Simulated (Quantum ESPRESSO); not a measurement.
**Parameter sweep on CaSi2Cu2 (I4/mmm, 5 atoms in the cell)**

```cif
data_Ca2Cu4Si4
_chemical_formula_sum 'Ca2 Si4 Cu4'
_space_group_name_H-M_alt 'I4/mmm'
_space_group_IT_number 139
_space_group_name_Hall '-I 4 2'
_cell_length_a 4.03451
_cell_length_b 4.03451
_cell_length_c 9.85900
_cell_angle_alpha 90.000
_cell_angle_beta 90.000
_cell_angle_gamma 90.000
loop_
_atom_site_label
_atom_site_type_symbol
_atom_site_symmetry_multiplicity
_atom_site_Wyckoff_symbol
_atom_site_fract_x
_atom_site_fract_y
_atom_site_fract_z
_atom_site_occupancy
Ca1 Ca 2 a 0.00000 0.00000 0.00000 1
Si1 Si 4 e 0.00000 0.00000 0.37985 1
Cu1 Cu 4 d 0.00000 0.50000 0.25000 1
```
(The calculation used a cell of 5 atoms; values per cell refer to that cell.)

Base run A: PBEsol, PSlibrary PAW (PBE) pseudopotentials (Quantum ESPRESSO), self-consistent single point.

Its settings: ecutwfc = 50 Ry; ecutrho = 300 Ry; occupations = smearing; smearing = gauss; degauss = 0.0036749 Ry; input_dft = pbesol; K_POINTS = automatic 8 8 8 0 0 0; conv_thr = 1e-09 Ry; mixing_beta = 0.5.

The starting cell comes from a database of computed structures (which also holds hypothetical and non-ambient phases and stackings), without a prior relaxation at this level. Spin polarisation is off.

A dash stands where there is no value to compare (another energy zero or no entropy term, no result, no spin, no clean gap, or a mesh too coarse for one). Absolute energies have different zeros for different potentials, functionals, Hubbard and dispersion terms and are not compared across them.

Run A gave: pressure (GPa) -2.46; largest force (eV/Å) 0.083.

Runs:
- B: vdw_corr: default → grimme-d3; dftd3_version: default → 3; dftd3_threebody: default → false [PBEsol-D3(0)]
- C: vdw_corr: default → grimme-d3; dftd3_version: default → 4; dftd3_threebody: default → false [PBEsol-D3(BJ)]
- D: vdw_corr: default → grimme-d3; dftd3_version: default → 4; dftd3_threebody: default → true [PBEsol-D3(BJ) with three-body term]

Problem. What does run B change against A?

Solution. The pressure goes from -2.46 to -5.37 GPa and the largest force goes from 0.083 to 0.001 eV/Å.

Problem. What does run C change against A?

Solution. The pressure goes from -2.46 to -6.65 GPa and the largest force goes from 0.083 to 0.076 eV/Å.

```csv
run,pressure (GPa),largest force (eV/Å),dispersion energy (eV/atom)
A,-2.46,0.083,–
B,-5.37,0.001,-0.237
C,-6.65,0.076,-0.409
D,-5.95,0.075,-0.374
```
